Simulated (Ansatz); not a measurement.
# Hypothetical P6_3/mmc SnSe2: pressure series

The reference is SnSe₂ in the 2H-MoS2 type structure (space group P6_3/mmc, No. 194; a = 3.833 Å, c = 11.505 Å; a hypothetical phase, not in the database extracts checked; layered, stacked along the Cartesian z axis).

Cell and atoms are relaxed at each pressure.

Level of theory: PBE-D3(BJ), PAW, 420 eV (Ansatz, a first-principles code; spin-orbit coupling left out), earlier PAW set.

Notes on the quantities. enthalpy: H = E + PV relative to the base's energy.

| case | density | enthalpy | shortest interatomic distance |
|---|---|---|---|
| base | 6.28 g/cm³ | – | 2.814 Å |
| pressure −1 GPa | 6.15 g/cm³ | -0.15 eV/atom | 2.826 Å |
| pressure 0.3 GPa | 6.31 g/cm³ | +0.05 eV/atom | 2.811 Å |
| pressure 0.7 GPa | 6.35 g/cm³ | +0.11 eV/atom | 2.806 Å |
| pressure 1.5 GPa | 6.44 g/cm³ | +0.23 eV/atom | 2.797 Å |
| pressure 3 GPa | ___ | +0.45 eV/atom | ___ |
| pressure 5 GPa | 6.77 g/cm³ | +0.73 eV/atom | 2.764 Å |
| pressure 7.5 GPa | 6.98 g/cm³ | +1.08 eV/atom | 2.744 Å |
| pressure 10 GPa | 7.17 g/cm³ | +1.42 eV/atom | 2.726 Å |

Problem. Complete the table.

Solution. 
- pressure 3 GPa, density: 6.59 g/cm³
- pressure 3 GPa, shortest interatomic distance: 2.782 Å

Load acts through the strain it causes; cell and atoms are relaxed under it. No phonon test of stability was made. No other phases were tried under pressure. All final runs are without spin polarisation.
